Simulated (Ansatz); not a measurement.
# SnO2: stress against strain

SnO2 (rutile, P4_2/mnm, 12.176 Å³/atom at rest, c along z) under an equal strain ε in the (001) plane with the normal axis free, as in a coherent film. PBEsol in Ansatz, a plane-wave DFT program (PAW, default set), 420 eV, 7×7×10 Γ-centred mesh, Fermi-Dirac smearing 0.05 eV; ions are relaxed within the symmetry of each cell. Stress is positive for a compressed cell.

Here s stands for strain and y for stress xx.

```csv
strain (%),stress xx (GPa)
-1.20,3.61
-0.60,1.77
0.00,0.00
0.60,-1.70
1.20,-3.32
3.00,?
```

Taking a straight line for y over the 5 complete rows: Means: s 0, y 0.072. About the means, the sum of products is -10.398 and the sum of squares of s is 3.6000; the slope is their ratio. Least squares gives y = 0.072 - 2.8883·s. Residuals (row less fit): 0.072, -0.035, -0.072, -0.039, 0.074; standard error 0.079 (degrees of freedom: 3). The slope gives the biaxial elastic modulus of this plane = 289 ± 4 GPa.

Question: Estimate the missing y (s = 3.00); what did the run itself give?

Answer: y = 0.072 - 2.8883 × 3.0 = -8.593 GPa. The calculation gives -7.66 GPa, 0.933 GPa above the prediction (8.3 % of the range of y in the table). The row lies outside the fitted rows, so this is an extrapolation. From the scatter of the fitted rows alone, a prediction at this place has a standard error of 0.151 GPa, so the miss is 6.2 times that.

One order more, fitted to all 11 runs of the series, follows each within 0.03, so the miss is the next term of a smooth law. Rows are the converged runs of the series near zero and its far end; series whose fitted rows scatter by over a few per cent of the range, as at a crossing or softening among them, aren't shown in this form. Most that stay on the fit to the last digits aren't either.
